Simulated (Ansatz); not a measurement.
The reference is WC (space group P-6m2, No. 187; a = 2.8985 Å, c = 2.8277 Å).

Method: PBEsol in Ansatz (plane waves to 420 eV, PAW, spin-orbit coupling left out).

Before the change:

The pressure is 0.0 GPa and the band gap is zero.

Now apply this change: an isotropic linear strain of −5.57 %, atoms relaxed at fixed cell.

Problem. What happens to the pressure, energy relative to the base and band gap?

Solution. The pressure (mean of the normal stresses, compression positive) goes from zero to 100.7 GPa; the energy increases by 0.441 eV/atom; the band gap stays zero.

Stability against distortions was not tested. The final runs are not spin-polarised.

Ansatz is a quantum-chemistry and plane-wave program.
